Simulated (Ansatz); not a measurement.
**Response to strain in Au**

Consider Au in the fcc (Cu type) structure (space group Fm-3m, No. 225; a = 4.0830 Å; relaxed with 0.1 eV smearing). Axes: x, y, z lie along the cube axes.

Strains are applied to the cell and any free atomic positions relax; under biaxial strain the out-of-plane vector relaxes too.

Calculations: PBEsol (Ansatz, a program for electronic structure), without spin-orbit coupling.

```tsv
biaxial strain, plane normal [001], relaxed out of plane (%)	out-of-plane strain (%)
-3	5.10
-2.5	4.25
-2	?
-1.5	2.54
-1	1.69
-0.5	0.84
0	0.00
```

Problem. Fit ε⊥ = −νε + γε² (strains in %) to the rows shown and predict the withheld row.

Solution. Least squares on the printed values gives ν = 1.69 (the biaxial Poisson response) and γ = 0.005 (largest residual 0.00 %); this predicts 3.39 %, and the run gives 3.39 %, in agreement.

No phonon test of stability was made.
